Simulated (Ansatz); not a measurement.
The starting structures come from a database of crystals and need not be the phases stable at ambient conditions.

 Where the default PAW files enter, the runs use the earlier of Ansatz's two default sets.

Consider the following.

```yaml
crystal:
  lattice:
    - [4.11412, 0.00000, 0.00000]
    - [0.00000, 5.08125, 0.00000]
    - [0.00000, 0.00000, 4.52716]
  atoms:
    - { symbol: Si, position: [0.50000, 0.65231, 0.75000] }
    - { symbol: Si, position: [0.50000, 0.34769, 0.25000] }
    - { symbol: Si, position: [0.00000, 0.84769, 0.25000] }
    - { symbol: Si, position: [0.00000, 0.15231, 0.75000] }
    - { symbol: O, position: [0.73090, 0.38242, 0.57997] }
    - { symbol: O, position: [0.26910, 0.61758, 0.42003] }
    - { symbol: O, position: [0.76910, 0.11758, 0.07997] }
    - { symbol: O, position: [0.23090, 0.88242, 0.92003] }
    - { symbol: O, position: [0.23090, 0.11758, 0.42003] }
    - { symbol: O, position: [0.76910, 0.88242, 0.57997] }
    - { symbol: O, position: [0.26910, 0.38242, 0.92003] }
    - { symbol: O, position: [0.73090, 0.61758, 0.07997] }
```

Space group of this cell: Pbcn. The cell is taken as given; by r2SCAN its mean pressure is -9.8 GPa.

All values below come from r2SCAN (plane waves, PAW; Ansatz, a first-principles code).

The current runs along the normal of the first two printed vectors; no spin-orbit coupling. Scaled by the factor s: all lengths (ions clamped). Meshes 8×6×8 and 8×6 across the current in all rows.

```tsv
s	mean pressure (GPa)	band gap (eV)
0.98	11.1	7.35
1.00	-9.8	6.20
1.02	-25.6	?
```

Q: Take the slope of the band gap against ln s from the two given rows, extrapolate to s = 1.02, and say what the run there gives.

A: Slope = (7.35 − 6.20) / ln 0.98 = -56.9 eV. The line gives 6.20 + (-56.9) × ln 1.02 = 5.07 eV. The run gives 5.15 eV, 0.08 eV over the line, 7 % of the predicted step.
